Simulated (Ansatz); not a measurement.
Base system: GaP in the zinc blende structure (space group F-43m, No. 216; a = 5.452 Å). Axes: x, y, z lie along the cube axes.

One thing is altered: biaxial strain −0.70 %, plane normal [111], relaxed out of plane (Cartesian); in-plane vectors clamped, the third vector and the atoms free.

Levels (all Ansatz, a first-principles code, PAW, earlier PAW set): r2SCAN (500 eV, scalar-relativistic without spin-orbit coupling); HSE06+SOC (420 eV, noncollinear with spin-orbit coupling).

The geometry is relaxed with r2SCAN.

| Item | Value |
|---|---|
| r2SCAN valence-band top at Γ | 0.00, 0.00, -0.08 eV |
| r2SCAN lowest conduction level above the VBM at special points | F 1.84 eV; L 2.02 eV; T 2.16 eV; Γ 2.42 eV |

Problem. How does going to HSE06+SOC change the valence-band top at Γ and lowest conduction level above the VBM at special points?

Solution. The valence-band top at Γ (three highest Kramers pairs, from the VBM) changes from 0.00, 0.00, -0.08 eV to 0.00, -0.04, -0.14 eV; the lowest conduction level above the VBM at special points changes from F 1.84 eV; L 2.02 eV; T 2.16 eV; Γ 2.42 eV to F 2.20 eV; L 2.45 eV; T 2.59 eV; Γ 2.82 eV.

Single points use the geometry relaxed with r2SCAN. HSE06 gaps are upper bounds (no full band path). Differences between runs with and without spin-orbit coupling are approximate. Stability against distortions was not tested. Labels are those of the standard path for the cell's own space group.
